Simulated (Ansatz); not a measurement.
Given:

```xyz
2
Lattice="0.0000 2.4380 2.4380 2.4380 0.0000 2.4380 2.4380 2.4380 0.0000" Properties=species:S:1:pos:R:3 pbc="T T T"
Be     0.0000     0.0000     0.0000
S      3.6570     3.6570     3.6570
```

Computed with PBE, rigid bands (plane waves, PAW, scalar-relativistic; Ansatz, a program for electronic structure). Condition of this run: functional PBE, cell relaxed with it. Geometry: cell and atoms relaxed with PBE.

Q: Predict the electron conductivity mass (n e² τ/σ) at 300 K, by direction if it differs.

A: 0.38 mₑ.

Q: What conductivity effective mass do dilute holes have at 300 K?

A: 0.69 mₑ.

Q: And the band gap?

A: 3.15 eV at this level; semilocal functionals usually fall short of the measured gap.

Rigid bands, one relaxation time for all states, no polarons. Spin-orbit coupling is left out; where it splits the top of the valence band it changes the hole mass and lowers the gap by about a third of the splitting.
